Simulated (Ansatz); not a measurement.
**A constructed model of the (111) surface of fcc Cu, (√3x√3)R30° surface alloy, Zn on one Cu site of the top plane (bottom of the slab: a bare face, its two planes held)**

All values below come from PBE (plane waves to 420 eV, PAW; Ansatz, a first-principles code).

Slab: 18 atoms, 10.5 Å thick at the start with caps and adatoms (thin: gaps and levels are the slab's own); k 10x10x1, smearing 0.1 eV, dipole-corrected; 6 atoms held, the rest relaxed; start symmetry kept, larger cells not searched; no spin, no spin-orbit, no U. It is one candidate, not shown to be the stable structure of the face.

```json
{
 "work_function_of_the_top_face": "4.72 eV",
 "energy_released_by_relaxation": "0.042 eV",
 "cost": "very roughly 5 core-minutes"
}
```
